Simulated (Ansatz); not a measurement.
Ansatz (a program for electronic structure) is run on La3Cd2As6 (C2/m, 22 atoms in the cell), and the run fails. The aim is a self-consistent single point with DFT, LDA (PW92), plane waves, default PAW files made with PBE.

Cell that was meant: a = 11.2439 Å, b = 11.2439 Å, c = 12.5313 Å, α = 100.73°, β = 100.73°, γ = 21.33°.

Part of the input:

Ansatz 0.2 input:
```yaml
    - [11.049635, 2.080984, 0.000000]
    - [-2.373899, 0.000000, 12.304351]
  atoms:
    - { symbol: La, position_ang: [0.109456, 0.109449, 0.037405] }
    - { symbol: La, position_ang: [0.890553, 0.890551, 0.962594] }
    - { symbol: La, position_ang: [0.109646, 0.109651, 0.702099] }
    - { symbol: La, position_ang: [0.890352, 0.890351, 0.297901] }
    - { symbol: La, position_ang: [0.108969, 0.108971, 0.366497] }
    - { symbol: La, position_ang: [0.891029, 0.891032, 0.633502] }
    - { symbol: Cd, position_ang: [0.251359, 0.251350, 0.894699] }
    - { symbol: Cd, position_ang: [0.748650, 0.748651, 0.105301] }
    - { symbol: Cd, position_ang: [0.251300, 0.251302, 0.601597] }
    - { symbol: Cd, position_ang: [0.748698, 0.748701, 0.398403] }
    - { symbol: As, position_ang: [0.332805, 0.332799, 0.111502] }
    - { symbol: As, position_ang: [0.667204, 0.667201, 0.888497] }
    - { symbol: As, position_ang: [0.339903, 0.339900, 0.778705] }
    - { symbol: As, position_ang: [0.660104, 0.660101, 0.221306] }
    - { symbol: As, position_ang: [0.333203, 0.333201, 0.444199] }
    - { symbol: As, position_ang: [0.666807, 0.666799, 0.555800] }
    - { symbol: As, position_ang: [0.500007, 0.500000, 0.000000] }
    - { symbol: As, position_ang: [0.000503, 0.000499, 0.176998] }
    - { symbol: As, position_ang: [0.999506, 0.999501, 0.823001] }
    - { symbol: As, position_ang: [0.501297, 0.501301, 0.348804] }
    - { symbol: As, position_ang: [0.498701, 0.498702, 0.651195] }
    - { symbol: As, position_ang: [-0.000002, -0.000000, 0.500000] }
kpoints:
  mp_grid:
    grid: [3, 3, 1]
```

The program printed (abridged):

```
WARN basis.ecutwfc = 420 eV, the default
WARN ansatz: RAYON_NUM_THREADS=1 ignored (pool sized by the plan → 1); use --threads N
basis.fft_grid_basis auto: the FFT boxes are laid along the combinations [[1, -1, 0], [0, 1, 0], [0, 0, 1]] of the cell's own vectors, 4.162, 11.244 and 12.531 …
Pseudopotentials: kind: paw
Pseudopotential: La, paw, valence charge 11
Pseudopotential: Cd, paw, valence charge 20
Pseudopotential: As, paw, valence charge 15
Error: SCF: the overlap matrix is not positive definite, so this SCF or pass stopped before solving anything: energies and bands computed with it would not be physical. With PAW pseudopotential files every eigenvalue of that matrix must be above 0; at 5 of 5 k-points the lowest is not, and the worst, at k-point 2 (counted from zero), is -2.1e0 (as computed, with no allowance for rounding). The cause is the files, the structure or the cutoff, not the eigensolver. Where the projector spheres of two atoms overlap (a projector without an augmentation charge has none), move the closest atoms apart or use files with smaller projector spheres; norm-conserving files [...]
```

Q: From the messages shown, name the fault and mend the input.

A: The fault is this: fractional positions typed under position_ang; here the program stops on it instead of giving results. To fix it, make label and numbers agree, by changing either. The program stopped before any SCF iteration.

On the sound input: the starting cell comes from a database of published, mostly measured structures (it also holds non-ambient and calculated ones), without a prior relaxation at this level. Its lattice was rescaled by a random factor within 2.5 % of one. With a pressure of about -6 GPa the cell is away from its equilibrium volume at this level. Without a gap this mesh is coarse (it stands for a supercell whose shortest vector is 12 Å).
